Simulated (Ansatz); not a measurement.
Levels about the gap of amorphous Si24O51Al2 (77 atoms in a cell of 1144 Å³, 2.24 g/cm³; zone centre alone, so wide bands show as single levels with stretches between that a denser mesh fills), at the geometry that PBE relaxed, where it gives 1.4 GPa on a denser mesh. Exact exchange is cut at the faces of this small cell, which leaves a finite-size error. The participation number counts the atoms over which a state spreads; weights are charges in smoothed Voronoi cells. The levels come from a single point, so bond lengths are those of that geometry. Method of the levels: HSE06, scalar-relativistic without spin-orbit coupling (Ansatz, a quantum-chemistry and plane-wave program). Sampling: the zone centre alone; Fermi-Dirac width 0.01 eV; collinear spin, started from moments on atoms (the moments died out). At PBE the levels at both edges of the gap are localised (band-tail or defect states), and the nearest spread-out levels lie 5.8 eV apart at the zone centre.

The cell was made by melting and quenching with the CHGNet potential and then relaxed with DFT. O atoms were pushed apart under 1.9 Å during the dynamics, to hinder bonds among them. The hot cell started wider than the set density and was brought back towards it in steps. It is the lowest in DFT energy of 2 quenches. It is a model cell: composition and starting density were chosen by hand, and all elements were melted together. No dispersion term was used. Its density started from a set value of 2.24 and ended at 2.24 g/cm³. The simulated quench (nominally 400 K/ps over its main leg) is rapid and tends to freeze in more defects than a deposited or slowly cooled glass has. A cell of this size samples the disorder only roughly. The volume was held where the preparation left it and the shape relaxed, at a PBE pressure of 1.4 GPa. Stress components on the final sampling reach 1.9 GPa. Cycles of charging lowered its energy after that relaxation.

| E - E(highest filled), eV | filling | spin | participation number | largest on | weight O | weight Si | weight Al |
|---|---|---|---|---|---|---|---|
| -0.40 | filled | up | 8.8 | O, 2 neighbours | 0.95 | 0.04 | 0.01 |
| -0.29 | filled | up | 4.3 | O, 2 neighbours | 0.95 | 0.04 | 0.01 |
| -0.29 | filled | dn | 4.3 | O, 2 neighbours | 0.95 | 0.04 | 0.01 |
| -0.07 | filled | dn | 5.7 | O, 2 neighbours | 0.95 | 0.03 | 0.02 |
| -0.07 | filled | up | 5.7 | O, 2 neighbours | 0.95 | 0.03 | 0.02 |
| 0.00 | filled | dn | 3.1 | O, 2 neighbours | 0.95 | 0.04 | 0.02 |
| 0.00 | filled | up | 3.1 | O, 2 neighbours | 0.95 | 0.04 | 0.02 |
| 5.40 | empty | up | 5.8 | Si, 3 neighbours | 0.55 | 0.44 | 0.00 |
| 5.40 | empty | dn | 5.8 | Si, 3 neighbours | 0.55 | 0.44 | 0.00 |
| 6.22 | empty | up | 3.3 | Si, 3 neighbours | 0.44 | 0.56 | 0.00 |
| 6.22 | empty | dn | 3.3 | Si, 3 neighbours | 0.44 | 0.56 | 0.00 |
| 6.76 | empty | dn | 39.0 | Si, 3 neighbours | 0.67 | 0.31 | 0.03 |
| 6.76 | empty | up | 39.0 | Si, 3 neighbours | 0.67 | 0.31 | 0.03 |
| 8.10 | empty | dn | 32.5 | O, 3 neighbours | 0.67 | 0.31 | 0.02 |

Most localised among these is the filled level at +0.00 eV, on a O atom, which has 2 neighbours (Si 1.59 Å, Al 1.74 Å).
